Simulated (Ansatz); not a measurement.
Cu3N: x(Zn) = 0.5, 8 atoms, Cmmm (arrangement B)

Start from Cu3N (space group Pm-3m, No. 221; a = 3.7649 Å).

The other end (x = 1) is Zn$_{3}$N (space group Pm-3m, No. 221; a hypothetical phase, not in the database extracts checked): 16.82 Å³/atom, gap zero; this end may not be an ambient phase.

The change: Zn replaces 50.0 % of the Cu, ordered in a cell of 8 atoms (starting symmetry Cmmm) and fully relaxed.

Computed with Ansatz (a quantum-chemistry and plane-wave program) PBEsol, no spin-orbit coupling. k-mesh 9×9×12 (Γ-centred); smearing 0.05 eV (Fermi–Dirac), for the changed cell.

The volume per atom goes up by 1.754 Å³ to 15.10 Å³ and the density decreases by 0.663 g/cm³ (6.37 g/cm³ → 5.70 g/cm³). The shortest interatomic distance decreases by 0.0138 Å, from 1.882 Å to 1.869 Å and the band gap remains zero. The mixing energy amounts to +0.05 eV/atom (to 0.01 eV only: unlike meshes or grids) (against an end that may be hypothetical) and the deviation of the volume from the linear (Vegard-type) interpolation comes out as +0.1 %. The mean first-shell distances comes out as Cu–N 1.899 Å (end compound 1.882 Å), Zn–N 2.028 Å (end compound 2.033 Å).

Cost of the whole job for the changed cell (relaxation, final SCF and bands): roughly 9 core-minutes.

Each cell is one ordered arrangement of few atoms, which overstates ordering effects compared with a random alloy. Whether these cells are dynamically stable was not tested. The final runs are not spin-polarised. An odd electron count without spin: Zn3Cu3N2 and Zn3N. Zn3Cu3N2 and Zn3N have a high density of states at the Fermi level and may be magnetic at this level. Gaps under 0.05 eV, about the width of the smearing, are given as zero. A zero or small gap of Cu3N can be the functional's error rather than a property of the material.
